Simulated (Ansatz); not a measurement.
# A constructed model of the (0001) surface of wurtzite CdS (in the relaxation 1 S–S bonds broke), Cd-terminated, S trimer, 2x2 (bottom of the slab: 2 H on 4 bottom sites)

Method: PBE (plane waves to 420 eV, PAW; Ansatz, a first-principles code).

Set-up: 37 atoms, 14.9 Å thick at the start with caps and adatoms; mesh 3x3x1; 0.025 eV smearing; dipole correction on; 8 atoms held, the rest relaxed; held to the start's symmetry, so lower structures may exist; no spin, no spin-orbit, no U. It is one candidate, not shown to be the stable structure of the face.

```
Quantity                                                          Result
-----------------------------------------------  -----------------------
gap of the slab on its k-mesh                                    0.67 eV
highest filled level below the top vacuum level                  6.12 eV
energy released by relaxation                                    4.00 eV
cost                                             roughly 40 core-minutes
```
